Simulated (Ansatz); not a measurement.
The starting structures come from a database of crystals and need not be the phases stable at ambient conditions.

Tunnelling through a barrier is set by its complex band structure: the current falls as exp(−2κd) with the smallest κ.

Input:

```
CELL_PARAMETERS angstrom
      6.06536     0.07256    -0.01616
     -0.81509     9.81393     0.04997
      0.00000     0.94872     4.25992
ATOMIC_POSITIONS crystal
  Sr 0.25905 0.47195 0.76403
  Sr 0.74095 0.52805 0.23597
  Bi 0.72172 0.85092 0.57454
  Bi 0.27828 0.14908 0.42546
  Bi 0.81650 0.19584 0.90208
  Bi 0.18350 0.80416 0.09792
  O  0.17479 0.17817 0.91091
  O  0.82521 0.82183 0.08909
  O  0.85465 0.40772 0.79614
  O  0.14535 0.59228 0.20386
  O  0.58170 0.64924 0.67538
  O  0.41830 0.35076 0.32462
  O  0.92604 0.17587 0.41207
  O  0.07396 0.82413 0.58793
```

Space group of this cell: C2/m. The cell was relaxed by PBE-D3(BJ); by PBEsol its mean pressure is -1.8 GPa.

Transport runs along the normal of the first two printed cell vectors.

The gap is the functional's own. No spin-orbit coupling. Mid-gap values are interpolated on the energy grid.

**Question.** Estimate the band gap and the smallest decay constant κ at mid-gap that Ansatz (an electronic-structure program) with PBEsol returns for this system.

**Answer.** Gap 2.50 eV on a 6×8×8 mesh; κ = 0.207 1/Å, at (0.500, 0.250) of the in-plane reciprocal vectors. At the zone centre, at the nearest computed energy, the slowest state has κ = 0.28 1/Å.
